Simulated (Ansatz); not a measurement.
Take AlN in the wurtzite structure (space group P6_3mc, No. 186; a = 3.114 Å, c = 4.983 Å) as the base.

Level of theory: PBEsol, PAW, 420 eV (Ansatz, an electronic-structure program; no spin-orbit coupling).

For the base:

The gap character is direct at Γ.

Perturbation: the cell is scaled by 0.9760 in all directions; the atoms relax in the strained cell.

### Question
What does the calculation give for the mean gap deformation potential ΔEg/Δln V and gap character after the change?

### Answer
The mean gap deformation potential ΔEg/Δln V amounts to -8.8 eV; the gap character is still direct at Γ.

No phonon test of stability was made.
